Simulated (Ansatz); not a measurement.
The starting structures come from a database of crystals and need not be the phases stable at ambient conditions.

Here is the system:

```xyz
20
Lattice="6.4371 0.0000 0.0000 1.2388 6.3167 0.0000 3.0144 2.4807 5.1844" Properties=species:S:1:pos:R:3 pbc="T T T"
La     4.5395     6.9136     3.8883
La     6.1507     1.8838     1.2961
B      7.5423     3.2647     3.8883
B      3.1479     5.5328     1.2961
B      7.1999     5.1927     2.1697
B      3.4904     3.6047     3.0148
B      2.7018     1.4911     0.4225
B      7.9884     7.3063     4.7619
O      7.1359     3.8938     2.6451
O      3.5543     4.9036     2.5393
O      7.0032     3.7845     5.1316
O      3.6871     5.0129     0.0529
O      9.0182     3.3405     4.0673
O      1.6720     5.4569     1.1171
O      7.1839     1.8309     3.7093
O      3.5064     6.9665     1.4751
O      6.4635     6.2154     2.6014
O      4.2267     2.5820     2.5830
O      4.8544     4.8912     5.1753
O      5.8358     3.9062     0.0092
```

Space group of this cell: C2/c. The cell is taken as given.

Transport runs along the normal of the first two printed cell vectors.

The gap is the functional's own, uncorrected, and κ follows it; spin-orbit coupling is left out. Mid-gap values are interpolated between the computed energies.

Problem. Compute, with r2SCAN in Ansatz (a quantum-chemistry and plane-wave program), the band gap and the smallest decay constant κ at mid-gap.

Solution. Gap 5.47 eV on a 6×6×6 mesh; κ = 0.531 1/Å, at the zone centre.
